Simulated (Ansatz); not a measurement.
**Li on the 1x1 (0001) surface of hcp Ti, one in a 2x2 cell, started at the site 'top Ti'**

Level of theory: PBE (plane waves to 420 eV, PAW; Ansatz, an electronic-structure program).

Set-up: 17 atoms, 6.8 Å thick at the start under the adsorbate (thin: gaps and levels are the slab's own); mesh 6x6x1; 0.1 eV smearing; dipole correction on; 8 atoms held, the rest relaxed; held to the start's symmetry, so lower structures may exist; no spin, no spin-orbit, no U, no dispersion correction. At the end it is bonded to Ti. In PBE this state lies 0.07 eV over the lowest of the starts that converged ('hollow Ti-Ti-Ti over Ti at depth 2.2 Å').

| Item | Result |
|---|---|
| adsorption energy against an atom of bcc Li | -0.49 eV |
| work function of the top face | 2.57 eV |
| change of the work function | -1.82 eV |
| change of the step from the bottom to the top vacuum level, against the clean slab | -1.81 eV |
| energy released by relaxation | 0.29 eV |
| height of the binding atom over the mean of the host atoms within 0.3 Å of the top one | 2.416 Å |
| nearest host atoms of the binding atom | Ti at 2.61 Å, Ti at 3.76 Å, Ti at 3.76 Å |
| largest move of a host atom | 0.16 Å |
| cost | around 2.2 core-minutes (rough) |

A negative adsorption energy means that the adsorbate is more stable on the surface than in its reference.
